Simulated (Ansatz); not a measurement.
**Hypothetical CsCl type VAs: element substitutions**

Base system: VAs in the CsCl type structure (space group Pm-3m, No. 221; a = 3.027 Å; a hypothetical phase, not in the database extracts checked).

Each row replaces one element on all its sites; cell and atoms are relaxed.

The values are results of PBEsol/PAW in Ansatz (an electronic-structure program), spin-orbit coupling left out, not measurements.

```csv
case,shortest interatomic distance,density
base,2.622 Å,7.53 g/cm³
As → N,2.177 Å,6.79 g/cm³
V → Nb,2.754 Å,8.66 g/cm³
As → Bi,2.910 Å,11.37 g/cm³
```

Whether these cells are dynamically stable was not tested. As relaxed here, VN, NbAs and VBi are hypothetical phases, not in the database extracts checked. Starting moments died away, wholly or in part, for As → N, the base and As → Bi; another magnetic solution may exist. All final runs are without spin polarisation.
